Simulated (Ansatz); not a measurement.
Input:

```
CELL_PARAMETERS angstrom
      0.00000     2.79337     2.79337
      2.79337     0.00000     2.79337
      2.79337     2.79337     0.00000
ATOMIC_POSITIONS crystal
  Se 0.75000 0.75000 0.75000
  Zn 0.00000 0.00000 0.00000
```

A single point on ZnSe with a change (pressure 3 GPa), its geometry relaxed with r2SCAN.

Method: Ansatz (an electronic-structure program), HSE06, PAW, cutoff 420 eV, spin-orbit coupling included. k-mesh 6×6×6 (Γ-centred); smearing 0.01 eV (Fermi–Dirac).

Q: Estimate the band gap.

A: 2.47 eV.

Q: What valence-band top at Γ (three highest Kramers pairs, from the VBM) does the calculation give?

A: 0.00, 0.00, -0.43 eV.

Single points use the geometry relaxed with r2SCAN. Load acts through the strain it causes; cell and atoms are relaxed under it. Stability against distortions was not tested. Tetrahedral semiconductors of this kind turn to denser phases somewhere between about 1 and 50 GPa; those were not computed, so compressed cells here can lie past the real transition. The cell was made from ZnSe in the zinc blende structure (space group F-43m, No. 216) by this change: pressure 3 GPa.
